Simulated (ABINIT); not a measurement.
Input and output of a self-consistent single point for SrMg5 (P-6m2, 6 atoms in the cell) (ABINIT).

Level of theory: LDA (PW92), norm-conserving pseudopotentials (PseudoDojo nc-sr-04 LDA standard) (plane waves; ABINIT).

```
CELL_PARAMETERS angstrom
      3.52198     0.00000     0.00000
     -1.76099     3.05012     0.00000
      0.00000     0.00000    15.37719
ATOMIC_POSITIONS crystal
  Sr 0.66667 0.33333 0.00000
  Mg 0.00000 0.00000 0.80719
  Mg 0.00000 0.00000 0.19281
  Mg 0.66667 0.33333 0.65411
  Mg 0.66667 0.33333 0.34589
  Mg 0.00000 0.00000 0.50000
```

Reference input (self-consistent single point, DFT, PBEsol, plane waves, norm-conserving pseudopotentials (PseudoDojo nc-sr-04 PBEsol standard)): pseudos = [Sr.upf, Mg.upf]; ecut = 84 Ry; ixc = -116133; occopt = 7; tsmear = 0.00499791 Ha; ngkpt = 7 7 2; nshiftk = 1; shiftk = 0 0 0; potentials = PseudoDojo nc-sr-04 PBEsol standard; nband = 39; kptopt = 1; nstep = 100. This run's input differs from it in these lines:

```diff
@@ -1,2 +1,2 @@
-# SrMg5, PseudoDojo nc-sr-04 PBEsol standard
+# SrMg5, PseudoDojo nc-sr-04 LDA standard
 pp_dirpath "./"
@@ -21,3 +21,3 @@
 ecut 84 Ry
-ixc -116133
+ixc 7
 occopt 7
```

Its files differ too (potentials: PseudoDojo nc-sr-04 PBEsol standard → PseudoDojo nc-sr-04 LDA standard).

Output, abridged:

```
--- !BeginCycle
solver: {iscf: 7, nstep: 100, nline: 4, wfoptalg: 0, }
tolerances: {tolvrs: 1.00E-10, }
...

     iter   Etot(hartree)      deltaE(h)  residm     vres2
 ETOT  1  -329.79647261572    -3.298E+02 4.133E-01 7.362E+04
 ETOT  2  -330.49627087246    -6.998E-01 5.564E-03 1.856E+04
 ETOT  3  -330.63678758423    -1.405E-01 2.283E-03 3.875E+02
 ETOT  4  -330.63971356971    -2.926E-03 5.373E-04 1.060E+01
 ETOT  5  -330.63978949706    -7.593E-05 2.041E-04 2.208E-01
   [... 2 lines left out ...]
 ETOT  8  -330.63979148973    -4.748E-10 2.245E-05 8.104E-06
 ETOT  9  -330.63979148980    -7.003E-11 1.141E-05 7.557E-09
 ETOT 10  -330.63979148979     5.059E-12 4.111E-06 1.277E-08
 ETOT 11  -330.63979148979     5.400E-12 3.024E-06 3.765E-12
 At SCF step   11       vres2   =  3.77E-12 < tolvrs=  1.00E-10 =>converged.

 Cartesian components of stress tensor (hartree/bohr^3)
  sigma(1 1)=  7.95069141E-05  sigma(3 2)=  0.00000000E+00
  sigma(2 2)=  7.95069141E-05  sigma(3 1)=  0.00000000E+00
  sigma(3 3)= -5.35322284E-07  sigma(2 1)= -2.78515895E-14

 ----iterations are completed or convergence reached----

 reduced coordinates (array xred) for    6 atoms
       0.666666669582      0.333333334781      0.000000000000
       0.000000002915      0.000000001448      0.807190001343
       0.000000002915      0.000000001448      0.192809998657
       0.666666669582      0.333333334781      0.654110000674
       0.666666669582      0.333333334781      0.345889999326
       0.000000002915      0.000000001448      0.500000000000
 cartesian forces (eV/Angstrom) at end:
   [... lines left out ...]
 Fermi (or HOMO) energy (hartree) =   0.14376   Average Vxc (hartree)=  -0.31909
   [... lines left out ...]
total_energy        : -3.30639791489785E+02
total_energy_eV     : -8.99716628561891E+03
band_energy         : -7.40192347773625E+01
...

-Cartesian components of stress tensor (GPa)         [Pressure= -1.5542E+00 GPa]
- sigma(1 1)=  2.33917378E+00  sigma(3 2)=  0.00000000E+00
- sigma(2 2)=  2.33917378E+00  sigma(3 1)=  0.00000000E+00
- sigma(3 3)= -1.57497227E-02  sigma(2 1)= -8.19421917E-10

 Calculation completed.
```

The run converged in 11 iterations. Against the reference run the pressure goes from -0.48 to -1.55 GPa and the largest force goes from 0.188 to 0.181 eV/Å.

The starting cell comes from a database of computed structures (which also holds hypothetical and non-ambient phases and stackings), without a prior relaxation at this level.

Cost on one core of a shared machine: roughly 4 min.
